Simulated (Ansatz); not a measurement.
# Response to strain in KTaO3

The reference is KTaO3 in the cubic perovskite structure (space group Pm-3m, No. 221).

```
KTaO3
1.0
    3.98530     0.00000     0.00000
    0.00000     3.98530     0.00000
    0.00000     0.00000     3.98530
K Ta O
1 1 3
Cartesian
  0.00000   0.00000   0.00000
  1.99265   1.99265   1.99265
  1.99265   0.00000   1.99265
  0.00000   1.99265   1.99265
  1.99265   1.99265   0.00000
```

Cartesian axes are those of the cell as printed.

Strains are applied to the cell and any free atomic positions relax; under biaxial strain the out-of-plane vector relaxes too.

Level of theory: PBEsol, PAW, 420 eV (Ansatz, a program for electronic structure; no spin-orbit coupling).

| biaxial strain, plane normal [001], relaxed out of plane (%) | out-of-plane strain (%) |
|---|---|
| 0 | 0.00 |
| 0.6 | -0.20 |
| 1.2 | ? |
| 1.8 | -0.59 |
| 2.4 | -0.77 |
| 3 | -0.95 |

**Question.** Fit ε⊥ = −νε + γε² (strains in %) to the rows shown and predict the withheld row.

**Answer.** Least squares on the printed values gives ν = 0.34 (the biaxial Poisson response) and γ = 0.008 (largest residual 0.00 %); this predicts -0.40 %, and the run gives -0.40 %, in agreement.

Stability against distortions was not tested.
